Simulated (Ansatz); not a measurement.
**Hypothetical diamond Re, pressure series**

Take Re in the diamond structure (space group Fd-3m, No. 227; a = 5.594 Å; a hypothetical phase, not in the database extracts checked) as the base.

Cell and atoms are relaxed at each pressure.

Computed with PBEsol/PAW in Ansatz (a first-principles code), no spin-orbit coupling.

```csv
pressure (GPa),volume per atom (Å³/atom)
-2,22.114
-1,?
0,21.879
0.3,21.845
0.7,21.800
1.5,21.712
3,21.552
5,21.344
7.5,21.100
```

**Question.** Fit the third-order Birch–Murnaghan form P(V) = (3B₀/2)[(V₀/V)^(7/3) − (V₀/V)^(5/3)]·[1 + (3/4)(B₀′ − 4)((V₀/V)^(2/3) − 1)] (squares taken in P) to the rows shown and predict the withheld row.

**Answer.** Least squares on the printed values gives V₀ = 21.879 Å³/atom, B₀ = 192 GPa, B₀′ = 4.0; this predicts 21.995 Å³/atom, and the run gives 21.994 Å³/atom, in agreement.

Load acts through the strain it causes; cell and atoms are relaxed under it. Stability against distortions was not tested. No other phases were tried under pressure. The final runs are not spin-polarised.
